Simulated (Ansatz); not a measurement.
**Li interstitial in metastable 2H silicon carbide**

These are PBE, PAW (plane waves to 420 eV; Ansatz, a first-principles code) values and carry that method's errors. A 3×2×2 supercell of 96 sites was used; the energies come from a 2×2×2 shifted sampling of its zone. Site at the start: void with 3C3Si nearest. Charged cells carry a point-charge image correction with potential alignment at far atoms. Dielectric constants: PBE linear response of the host. Host gap at this level: 2.31 eV. Finite-size and sampling errors can reach tenths of an eV here. The semilocal functional narrows the gap, so deep levels can fall outside it. Spin–orbit coupling is left out. Each state is the lowest found from its start.

Formation energies E_f are given with the Fermi level at the valence-band maximum. Chemical conditions: C-rich (Δμ(Li) = -0.087 eV, bounded by LiC12 (P6/mmm); only phases computed here count, gases as isolated molecules at 0 K). Reference phases: Li: bcc Li.

The name describes the start; the neighbours show where the added atom ended.

| charge | moment (μB) | largest move off a lattice site (Å) | neighbours of the added atom at the end (Å) | image correction with alignment (eV) | E_f, C-rich (eV) |
|---|---|---|---|---|---|
| +1 | not spin-polarised | 0.10 | C 1.95, C 1.95, C 1.95, Si 2.21, Si 2.21, Si 2.21 | 0.24 | 0.57 |
| 0* | 1.0 | 0.11 | C 1.95, C 1.95, C 1.95, Si 2.21, Si 2.21, Si 2.21 | – | – |

* At this level the carrier isn't localised at the defect: at charge 0 electrons occupy the conduction band. Such a state is shallow or no state of the defect, and this cell gives it no level.

No other site or start that was run ended lower by more than 0.1 eV.

Flagged in the runs: a host whose relaxation on this sampling wasn't shown to rest.
